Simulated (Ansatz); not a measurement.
The starting structures come from a database of crystals and need not be the phases stable at ambient conditions.

By PBEsol, the system below comes out a metal.

Without scattering a metal conducts by its projected Fermi surface.

Given:

```
CELL_PARAMETERS angstrom
      3.97752     0.00000     0.00000
      0.00000     3.97752     0.00000
      0.00000     0.00000     3.97752
ATOMIC_POSITIONS crystal
  La 0.50000 0.50000 0.50000
  Mg 0.00000 0.00000 0.00000
```

Space group of this cell: Pm-3m, CsCl type. The cell is taken as given; by PBEsol its mean pressure is -1.7 GPa.

The current flows along the normal of the first two printed cell vectors, the (001) plane of the conventional cell. No spin-orbit coupling; the value is a mean over 0.1 eV about the Fermi level.

Task: Predict the ballistic conductance per area from PBEsol run with Ansatz (a quantum-chemistry and plane-wave program).

Result: 0.45 × 10¹⁵ S/m² for both spins.
